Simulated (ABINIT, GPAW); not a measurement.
An ABINIT input for a self-consistent single point of Mg2Ge (Fm-3m, 3 atoms in the cell) (DFT, PBE, plane waves, norm-conserving pseudopotentials (PseudoDojo nc-sr-05 PBE standard)):

```
# Mg2Ge, PseudoDojo nc-sr-05 PBE standard
pp_dirpath "./"
pseudos "Mg.upf, Ge.upf"
acell 8.3677905887 8.3677905887 8.3677905887
rprim
         0.0000000000    0.7071067812    0.7071067812
         0.7071067812    0.0000000000    0.7071067812
         0.7071067812    0.7071067812    0.0000000000
natom 3
ntypat 2
znucl 12 32
typat 1 1 2
xred
         0.2500000000    0.2500000000    0.2500000000
         0.7500000000    0.7500000000    0.7500000000
         0.0000000000    0.0000000000    0.0000000000
ecut 84 Ry
ixc 11
occopt 3
tsmear 0.02 eV
nband 23
kptopt 1
ngkpt 7 7 7
nshiftk 1
shiftk 0 0 0
nstep 50
tolvrs 1.0e-12
prtwf 0
prtden 0
enunit 1
```

Task: Write the same calculation as an input for GPAW.

Result: This is the input that was run; spellings and numerical settings could be chosen otherwise.

```python
from ase import Atoms
from ase.units import GPa
from gpaw import GPAW

atoms = Atoms(['Mg', 'Mg', 'Ge'],
              cell=[[0.000000, 3.131100, 3.131100],
                    [3.131100, 0.000000, 3.131100],
                    [3.131100, 3.131100, 0.000000]],
              scaled_positions=[[0.250000, 0.250000, 0.250000],
                                [0.750000, 0.750000, 0.750000],
                                [0.000000, 0.000000, 0.000000]],
              pbc=True)

calc = GPAW(mode={'name': 'pw', 'ecut': 850},
            xc='PBE',
            kpts=(7, 7, 7),
            occupations={'name': 'fermi-dirac', 'width': 0.02},
            nbands=-8,
            convergence={'bands': -6},
            symmetry={'symmorphic': False, 'tolerance': 0.0005},
            maxiter=150,
            txt='-')

atoms.calc = calc

energy = atoms.get_potential_energy()
print('Energy (eV):', round(energy, 6))
forces = atoms.get_forces()
print('Forces (eV/Ang):')
print(forces.round(5))
stress = atoms.get_stress()
print('Stress (GPa, Voigt):', (stress / GPa).round(4))
```

Basis settings and potentials, where a program has them, do not carry over. This input uses DFT PBE, plane waves, GPAW PAW datasets PBE (gpaw-data 1.0.1). Both were run: pressure 4.43 GPa in ABINIT and 4.51 in GPAW; gap on the mesh 0.226 eV in ABINIT and 0.215 in GPAW.

On ABINIT: the starting cell has typed, rounded lattice constants, without a prior relaxation at this level. For this run, on top of that: lattice scaled by 0.98. With a pressure of about 4 GPa the cell is away from its equilibrium volume at this level.

On GPAW: the starting cell has typed, rounded lattice constants, without a prior relaxation at this level. For this run, on top of that: lattice scaled by 0.98. With a pressure of about 5 GPa the cell is away from its equilibrium volume at this level.
